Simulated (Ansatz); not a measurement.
The reference is Co in the hcp (Mg type) structure (space group P6_3/mmc, No. 194; ferromagnetic).

```
Co
1.0
    2.49391     0.00000     0.00000
   -1.24696     2.15979     0.00000
    0.00000     0.00000     4.03169
Co
2
Cartesian
  0.00000   1.43986   3.02377
  1.24696   0.71993   1.00792
```

Method: PBE in Ansatz (plane waves to 420 eV, PAW, no spin-orbit coupling), earlier PAW set.

Before the change:

- Lattice parameter a = 2.494 Å
- Magnetic state = ferromagnetic
- Largest site moment = 1.69 μB

It is then changed as follows: a hydrostatic pressure of 3 GPa.

Q: Predict the new lattice parameter a, magnetic state and largest site moment.

A: The lattice parameter a falls by 0.012 Å (2.494 Å → 2.482 Å); the magnetic state stays ferromagnetic; the largest site moment hardly moves (1.69 μB against 1.67 μB).

The magnetic state is the one reached from the starting moments; the real material's order can differ, and small cells can't hold many antiferromagnetic ones. Load acts through the strain it causes; cell and atoms are relaxed under it. Stability against distortions was not tested.

Ansatz is a first-principles code.
